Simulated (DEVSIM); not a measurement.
Device: abrupt Ge n-p junction, at 300 K.

Layer 1 from the left is Ge, thickness (μm) 1.50, Nd (cm⁻³) 4.9e15, τn (s) 3.3e-5, τp (s) 3.3e-5. Layer 2 from the left is Ge, thickness (μm) 0.680, Na (cm⁻³) 3.5e14, τn (s) 3.3e-5, τp (s) 3.3e-5.

Left contact: ohmic. Right contact: ohmic. Voltage is applied to the left contact. Recombination: SRH at mid-gap. Mobility is μmin + (μ − μmin)/(1 + (N/Nref)^α).

This is a model device: material constants are rounded textbook-type values typed into the input, and sizes, dopings and lifetimes were drawn at random. Values at 300 K.

Ge: gap (eV) 0.664, affinity (eV) 4, permittivity 16, Nc (cm⁻³) 1.04e19, Nv (cm⁻³) 6e18, μn (cm²/Vs) 3900, μp (cm²/Vs) 1900, μn,min 150, μp,min 100, Nref,n 2.6e17, Nref,p 4e17, αn 0.56, αp 0.6.

Model (solved in DEVSIM): 1D drift-diffusion, Boltzmann statistics, complete ionisation; no tunnelling, impact ionisation, image-force lowering or self-heating.

**Question.** What does the simulation give for the largest field in the device at zero bias, the potential step across the device at zero bias, the dark forward voltage at 100 A/cm²?

**Answer.** largest field in the device at zero bias 4600 V/cm; potential step across the device at zero bias 0.214 V; dark forward voltage at 100 A/cm² 0.152 V.
